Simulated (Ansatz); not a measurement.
Cl on the 1x1 (111) surface of fcc Rh, one in a 2x2 cell, energies for each (25.4 Å²). Energies are against ½ Cl2(g), without zero-point or thermal terms; each row is named by its start.

The numbers are results of PBE (plane waves to 420 eV, PAW; Ansatz, a program for electronic structure), not measurements.

Slab: 17 atoms, 6.5 Å thick at the start under the adsorbate (thin: gaps and levels are the slab's own); k 6x6x1, smearing 0.1 eV, dipole-corrected; 8 atoms held, the rest relaxed; each run with such symmetry as its start has; no spin, no spin-orbit, no U, no dispersion correction.

A negative adsorption energy means that the adsorbate is more stable on the surface than in its reference. Starts that drift may end in the same place. Heights count from the host atoms within 0.3 Å of the top one.

```tsv
starting site	E_ads (eV)	height (Å)	nearest host atom (Å)	bonded to	Δ work function (eV)	lateral drift (Å)
top Rh	(withheld)	(withheld)	Rh 2.27	Rh	0.97	0.0
hollow Rh-Rh-Rh over Rh at depth 2.2 Å	-1.87	1.90	Rh 2.45	3 Rh	-0.09	0.0
hollow Rh-Rh-Rh over Rh at depth 4.4 Å	-1.96	1.87	Rh 2.44	3 Rh	-0.13	0.0
bridge Rh-Rh (span 2.7 Å)	-1.96	1.87	Rh 2.44	3 Rh	-0.13	0.8
```

Complete the blanks.


- top Rh, E_ads (eV): -1.46
- top Rh, height (Å): 2.30
